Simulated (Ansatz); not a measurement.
A user runs Ansatz (a program for electronic structure) on Hf₂Sb₃Te (Cm, 6 atoms in the cell) and asks whether the run is sound. The aim is a self-consistent single point with DFT, r2SCAN, plane waves, default PAW files made with PBE.

Cell that was meant: a = 5.6420 Å, b = 5.6420 Å, c = 8.7512 Å, α = 117.32°, β = 117.32°, γ = 38.20°.

Part of the input:

Ansatz 0.2 input:
```yaml
  pseudopotentials: { kind: paw }
scf:
  occupations: { method: methfessel_paxton, width: 0.1 }
  max_iter: 40
  convergence: { dr2_threshold: 1.0e-22 eV }
output:
  forces: true
  eigenvalues: true
```

Output (repeated stretches shortened):

```
WARN basis.ecutwfc = 500 eV, the default
WARN ansatz: RAYON_NUM_THREADS=1 ignored (pool sized by the plan → 1); use --threads N
   [... lines left out ...]
PAW frozen core: Te, regenerated for the run's functional
Initial density: superposition of atomic densities (neutral atoms: chi_scale 0, normalization atom), corrected by the library's trained network
Initial wavefunctions: pseudopotential atomic-orbital guess
Eigensolver: davidson
Functional: x = r2scan, c = r2scan; τ floored in thin density (d = 2e-4 eV/Å³)
SCF iter   1: F=—  HF=-57961.651742 eV  |F-HF|=—  |Δ(HF+E_count)|=         —  Δρ=6.45e-3  dr2=4.79e-2  dr2_τ=6.23e-2  ethr=1.77e-3  ⟨swp⟩=6.3  Hψ=4364  notcnv=0  defer=1
all-band conjugate gradients solve this SCF's bands
preconditioner: auto → Kerker (q_TF=auto, 2.601 Å⁻¹)
   [... lines left out ...]
SCF iter  28: F=—  HF=-57961.734037 eV  |F-HF|=—  |Δ(HF+E_count)|=  2.18e-11  S|Δr|=    0.00e0  Δρ=2.06e-13  dr2=1.08e-22  dr2_τ=5.85e-24  ethr=9.19e-19 (applied; sched 1.00e-12)  ⟨swp⟩=1.0  Hψ=1123  notcnv=0  defer=101
SCF iter  29: F=-57961.734037 eV  HF=-57961.734037 eV  |F-HF|=1.46e-11  |Δ(HF+E_count)|=    0.00e0  S|Δr|=    0.00e0  Δρ=1.16e-13  dr2=4.42e-23  dr2_τ=1.07e-24  ethr=1.00e-12  ⟨swp⟩=6.6  Hψ=2505  notcnv=0
SCF 1 converged in 29 iterations: F = -57961.734037 eV  dr2 = 4.42e-23
Stability not checked (fill_not_monotonic)
Free energy (F): -57961.734037 eV
Internal energy: -57961.730124 eV  (E = F + TS)
E sigma→0 (E₀):  -57961.733059 eV
Entropy (-TS):   -0.003913 eV (-0.652 meV/atom)
Fermi energy:    13.940424 eV
--- Forces (eV/Å), atoms counted from 1 ---
  atom   1  Hf    -0.03201254     0.00000000    -0.01250339
  atom   2  Hf     0.11187882     0.00000000    -0.00013329
  atom   3  Sb    -0.10547527     0.00000000    -0.06453688
   [... lines left out ...]
  atom   6  Te     0.09117967     0.00000000    -0.16872585
--- Stress (GPa, compression-positive) ---
       -1.736981      -0.000000       0.132669
       -0.000000       0.123048      -0.000000
        0.132669      -0.000000      -1.588357
  P = ⅓ Tr σ = -1.0674 GPa (-10.674 kbar)
  The stress holds the Pulay correction. Without it, at fixed plane waves, as pw.x and ABINIT print it: P = -1.0826 GPa
```

### Question
Is this run sound? If not, what is wrong?

### Answer
The results can be used. The input holds a threshold far tighter than needed, beside a limit on iterations, which can do harm: each further decade of the residual costs iterations, and near the noise of double precision and of the grids the loop may never get there. Here it did none. The run converged in 29 iterations, and against the sound input the free energy hardly moves (within 1 meV/atom), the pressure stays at -1.07 GPa and the largest force stays at 0.230 eV/Å. It cost iterations: the sound input took 10.

An input that runs soundly differs in these lines (not the only fix; some lines may just follow from the change or write a value another way):
```diff
-  max_iter: 40
-  convergence: { dr2_threshold: 1.0e-22 eV }
```

With that input, the run converged in 10 iterations: free energy E − TS (on the zero of these files) -57961.7340 eV; Fermi level (on the code's own zero) 13.94 eV; pressure -1.07 GPa; largest force (vector length) 0.230 eV/Å (DFT, r2SCAN, plane waves, default PAW files made with PBE).

On the sound input: the starting cell comes from a database of computed structures (which also holds hypothetical and non-ambient phases and stackings), without a prior relaxation at this level. Ansatz's pressure includes its estimate of the finite-basis (Pulay) stress. Without a gap this mesh is coarse (it stands for a supercell whose shortest vector is 18 Å).
